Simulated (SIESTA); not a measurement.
SIESTA run on Zn3Ag (P1, 4 atoms in the cell): self-consistent single point.

Level of theory: GGA PBEsol, numerical atomic orbitals DZP, PseudoDojo PBEsol standard norm-conserving potentials (rewritten from UPF to PSML) in SIESTA.

The change in words: atoms moved at random. Reference geometry:
```xyz
4
Lattice="2.8780 0.0000 0.0000 -1.4390 2.4925 0.0000 0.0000 0.0000 8.6517" Properties=species:S:1:pos:R:3 pbc="T T T"
Zn     1.4390     0.8308     4.3258
Zn     0.0000     1.6616     2.2218
Zn     0.0000     1.6616     6.4299
Ag     1.4390     0.8308     0.0000
```

Reference input (self-consistent single point, DFT, GGA PBEsol, numerical atomic orbitals DZP, PseudoDojo PBEsol standard norm-conserving potentials (rewritten from UPF to PSML)): XC.functional = GGA; XC.authors = PBEsol; potentials = PseudoDojo PBEsol standard; PAO.BasisSize = DZP; PAO.EnergyShift = 0.005 Ry; MeshCutoff = 300 Ry; kgrid.MonkhorstPack = 13 13 4; OccupationFunction = FD; ElectronicTemperature = 580.23 K; MaxSCFIterations = 150; SCF.Mixer.Method = Broyden; SCF.Mixer.Weight = 0.1. This run's input differs from it in these lines:

```diff
@@ -18,6 +18,6 @@
 %block AtomicCoordinatesAndAtomicSpecies
-     0.500000500    0.288674906    1.503052596  1
-    -0.000000500    0.577350677    0.771967813  1
-    -0.000000500    0.577350677    2.234137379  1
-     0.500000500    0.288674906    0.000000000  2
+     0.501760000    0.292798053    1.512966731  1
+     0.021058500    0.552090443    0.751249736  1
+    -0.013535000    0.596757444    2.247971475  1
+     0.490716500    0.290405225   -0.003030154  2
 %endblock AtomicCoordinatesAndAtomicSpecies
```

The program printed (abridged):

```
        iscf     Eharris(eV)        E_KS(eV)     FreeEng(eV)     dDmax    Ef(eV) dHmax(eV)
   scf:    1   -21201.277558   -21241.298194   -21241.307234  2.283203  0.778215 27.890340
   scf:    2   -21266.093664   -21255.151619   -21255.162716  0.522090  0.283029 15.559659
   scf:    3   -21268.846511   -21262.864286   -21262.874268  0.428933 -0.179849  7.720552
   scf:    4   -21266.511282   -21265.316546   -21265.325524  0.362069 -0.589235  0.478262
   scf:    5   -21265.317472   -21265.319014   -21265.327922  0.023794 -0.629485  0.160561
   [... 5 lines left out ...]
   scf:   11   -21265.322467   -21265.322459   -21265.331302  0.000935 -0.759145  0.002215
   scf:   12   -21265.322459   -21265.322459   -21265.331303  0.000120 -0.759193  0.001419
   scf:   13   -21265.322457   -21265.322458   -21265.331303  0.000134 -0.759283  0.001067
   scf:   14   -21265.322457   -21265.322458   -21265.331303  0.000086 -0.759332  0.000787
SCF Convergence by DM+H criterion
max |DM_out - DM_in|         :     0.0000859882
max |H_out - H_in|      (eV) :     0.0007874139
SCF cycle converged after 14 iterations

Using DM_out to compute the final energy and forces

siesta: E_KS(eV) =           -21265.3225

siesta: E_KS - E_eggbox =    -21265.3225

siesta: Atomic forces (eV/Ang):
     1   -0.008421   -0.044838   -0.256928
     2   -0.150732    0.165024    0.420324
     3    0.066705   -0.101318   -0.136095
     4    0.083870   -0.022690   -0.020960
   Tot   -0.008579   -0.003822    0.006342
   Max    0.420324
   Res    0.167318    sqrt( Sum f_i^2 / 3N )
   Max    0.420324    constrained

Stress tensor Voigt[x,y,z,yz,xz,xy] (kbar):      112.28      115.39       61.01        1.66       -2.03        2.56
(Free)E + p*V (eV/cell)   -21269.0588
   [... lines left out ...]
siesta: FreeEng =    -21265.331303
siesta: Cell volume =         62.062073 Ang**3
siesta:         -96.22866942        -87.84786460  kBar
   [... lines left out ...]
              0.261   1.835   1.732   1.792   1.729   1.835   0.087   0.150

              0.103   0.153   0.087

mulliken: Qtot =       79.000

Mulliken Atomic Populations:
Atom #   charge [q] valence [e]  Species
     1     0.036914   19.963086  Zn
     2     0.034609   19.965391  Zn
     3     0.022510   19.977490  Zn
     4    -0.094034   19.094034  Ag
 Total     0.000000
```

The run converged in 14 iterations. Against the reference run the free energy goes up by 7.5 meV/atom, the pressure moves little (-9.54 to -9.62 GPa) and the largest force goes from 0.115 to 0.476 eV/Å.

The starting cell comes from a database of computed structures (which also holds hypothetical and non-ambient phases and stackings), without a prior relaxation at this level. Its lattice was rescaled by a random factor within 2.5 % of one. For this run, on top of that: atoms moved at random. Values carry the incompleteness of an atom-centred basis. With a pressure of about -10 GPa the cell is away from its equilibrium volume at this level.

Cost on one core of a shared machine: roughly 80 s.
